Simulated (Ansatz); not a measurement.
# Pb: biaxial strain +2.08 %, plane normal [111], relaxed out of plane

The reference is Pb in the fcc (Cu type) structure (space group Fm-3m, No. 225; a = 4.934 Å; relaxed with 0.1 eV smearing). Axes: x, y, z lie along the cube axes.

One thing is altered: tensile biaxial strain of 2.08 % in the plane normal to [111], as in epitaxy on a mismatched substrate; the out-of-plane cell vector and the atoms relax.

Computed with Ansatz (an electronic-structure program), PBEsol, PAW, cutoff 420 eV, no spin-orbit coupling. Settings: 23×23×23 k-points, 0.1 eV Fermi–Dirac smearing.

- Volume per atom = 30.68 Å³ (base 30.03 Å³)
- Space group = R-3m (No. 166) (base Fm-3m (No. 225))
- Shortest interatomic distance = 3.468 Å (base 3.489 Å)
- Energy relative to the base (free energy F) = +5.6 meV/atom
- Pressure (mean of the normal stresses, compression positive) = -0.9 GPa (base 0.0 GPa)
- Band gap = zero (base zero)
- Out-of-plane strain = -1.96 %
- Ratio −ε⊥/ε∥ = 0.94
- Mean in-plane stress (compression positive) = -1.3 GPa

No phonon test of stability was made.
